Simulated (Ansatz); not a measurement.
# Response to strain in TiPt3

Consider TiPt3 (space group P6_3/mmc, No. 194; a cell from a computed database, its experimental status unchecked).

```xyz
16
Lattice="5.5196 0.0000 0.0000 -2.7598 4.7802 0.0000 0.0000 0.0000 8.9906" Properties=species:S:1:pos:R:3 pbc="T T T"
Ti     0.0000     0.0000     0.0000
Ti     0.0000     0.0000     4.4953
Ti     2.7598     1.5934     6.7429
Ti     0.0000     3.1868     2.2476
Pt     2.7598     0.0000     0.0000
Pt     1.3799     2.3901     4.4953
Pt    -1.3799     2.3901     0.0000
Pt     2.7598     0.0000     4.4953
Pt     1.3799     2.3901     0.0000
Pt    -1.3799     2.3901     4.4953
Pt     1.3777     3.9822     6.7429
Pt     1.3821     0.7979     2.2476
Pt     2.7598     3.1843     2.2476
Pt     0.0000     1.5959     6.7429
Pt    -1.3777     3.9822     6.7429
Pt     4.1376     0.7979     2.2476
```

Cartesian axes are those of the cell as printed.

Strains are applied to the cell and any free atomic positions relax; under biaxial strain the out-of-plane vector relaxes too.

Computed with DFT with PBEsol, PAW potentials and a 420 eV plane-wave cutoff in Ansatz (a program for electronic structure), no SOC.

Notes on the quantities. energy relative to the base: free energy F; pressure: mean of the normal stresses, compression positive.

| case | energy relative to the base | volume per atom | pressure |
|---|---|---|---|
| base | 0 meV/atom | 14.83 Å³ | 0.0 GPa |
| biaxial strain −1.47 %, plane normal [001], relaxed out of plane | – | 14.56 Å³ | 5.2 GPa |
| isotropic strain −0.93 % | … | 14.42 Å³ | … |
| isotropic strain −0.21 % | +0.5 meV/atom | 14.73 Å³ | 1.7 GPa |
| uniaxial strain ε_xx = −3.27 % | +24 meV/atom | 14.34 Å³ | 9.9 GPa |

Problem. What belongs in the blanks?

Solution. 
- isotropic strain −0.93 %, energy relative to the base: +9.9 meV/atom
- isotropic strain −0.93 %, pressure: 8.0 GPa

Stability against distortions was not tested. The final runs are not spin-polarised.
